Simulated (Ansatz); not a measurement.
```xyz
2
Lattice="11.0000 0.0000 0.0000 0.0000 11.0000 0.0000 0.0000 0.0000 4.4860" Properties=species:S:1:pos:R:3 pbc="T T T"
Re     5.5000     5.5000     0.0000
Re     5.5000     5.5000     2.2430
```

Method: PBE (plane waves to 420 eV, PAW; Ansatz, a first-principles code). Mesh 1×1×70. Collinear spin, started with parallel moments, which vanish. It repeats along c; a and b span vacuum. A model structure. Only distortions within the start's symmetry and period were free. Pairing along the axis, which can open a gap, is among the distortions not tried. Values not marked SOC lack spin–orbit coupling. Buckling under compression is shut out by symmetry and the short period.

Q: Say what this body is, and give its properties.

A: Free linear chain of Re atoms. A hypothetical model.
| Property | Result |
|---|---|
| PBE gap | none (under 0.01 eV) |
| crossings of the Fermi level between Γ and the zone edge (49 points) | 6, each for both spins (ideal conductance 6 × 2e²/h) |
| work function (PBE) | 5.07 eV |
| axial stiffness dF/dε | 91 nN |
